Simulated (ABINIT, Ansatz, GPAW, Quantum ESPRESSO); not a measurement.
**Code comparison for Sr2CuO4 (I4/mmm, 7 atoms in the cell)**

Self-consistent single point, at a second geometry (lattice scaled by 0.98). First geometry:

```
Sr2CuO4
1.0
   -1.88830     1.88830     6.01980
    1.88830    -1.88830     6.01980
    1.88830     1.88830    -6.01980
Sr Cu O
2 1 4
Direct
  0.35902   0.35902   0.00000
  0.64098   0.64098   0.00000
  0.00000   0.00000   0.00000
  0.50000   0.00000   0.50000
  0.00000   0.50000   0.50000
  0.15599   0.15599   0.00000
  0.84401   0.84401   0.00000
```

Shared settings, as Ansatz (a program for electronic structure) writes them: kpoints.mp_grid.grid = 7 7 7; scf.occupations.method = gaussian; scf.occupations.width = 0.0073 Ry. Potentials and cutoffs stand in the table.

| code | model | ΔF from the first geometry (meV/atom) | pressure (GPa) | largest force (eV/Å) | cutoff |
|---|---|---|---|---|---|
| Ansatz | PBEsol, PAW files made with PBE | 50.2 | 16.37 | 0.758 | default |
| Quantum ESPRESSO | PBEsol, GBRV 1.5 ultrasoft (PBESOL) pseudopotentials | 52.6 | 16.98 | 0.800 | 50 Ry |
| GPAW | PBEsol, GPAW PAW datasets PBEsol (made by gpaw-setup) | 60.7 | – | 0.994 | 900 eV |
| ABINIT | PBEsol, PAW (JTH v2.0 PBE PAW, files made for PBE) | 51.7 | 16.69 | 0.861 | 816 eV |

Size of the force on each atom (eV/Å): Sizes of forces hide their directions.

| code | Sr1 | Sr2 | Cu3 | O4 | O5 | O6 | O7 |
|---|---|---|---|---|---|---|---|
| Ansatz | 0.436 | 0.436 | 0.000 | 0.000 | 0.000 | 0.758 | 0.758 |
| Quantum ESPRESSO | 0.448 | 0.448 | 0.000 | 0.000 | 0.000 | 0.800 | 0.800 |
| GPAW | 0.462 | 0.462 | 0.000 | 0.000 | 0.000 | 0.994 | 0.994 |
| ABINIT | 0.435 | 0.435 | 0.000 | 0.000 | 0.000 | 0.861 | 0.861 |

A dash marks a value that a program does not give, or that is left out as unsure.

On Ansatz's run: spin polarisation is off; with an odd number of electrons in the cell that forces a metal, and a magnetic state may lie lower.

The spread over the programs that give each value: ΔF from the first geometry within 10.5 meV/atom; pressure within 0.61 GPa; largest force within 0.236 eV/Å.

Ansatz's pressure is given at a fixed set of plane waves, as the other plane-wave codes print theirs; with its correction for the finite basis it is 16.79 GPa (the shift of 0.42 GPa shows how far the cutoff is from converged). The pressure of GPAW is left out: its cutoff lies under the one at which its stress was checked. In the force vectors, GPAW (by 0.163) lies more than 0.08 eV/Å from the median of the plane-wave programs.

The starting cell comes from a database of computed structures (which also holds hypothetical and non-ambient phases and stackings), without a prior relaxation at this level. Its lattice was rescaled by a random factor within 2.5 % of one. For this run, on top of that: lattice scaled by 0.98.

Left out of this page: FLEUR (with a known weakness of the program); SIESTA (unsound by tests on forces, stress, charge or solver warnings).

Keys are those of Ansatz 0.2.
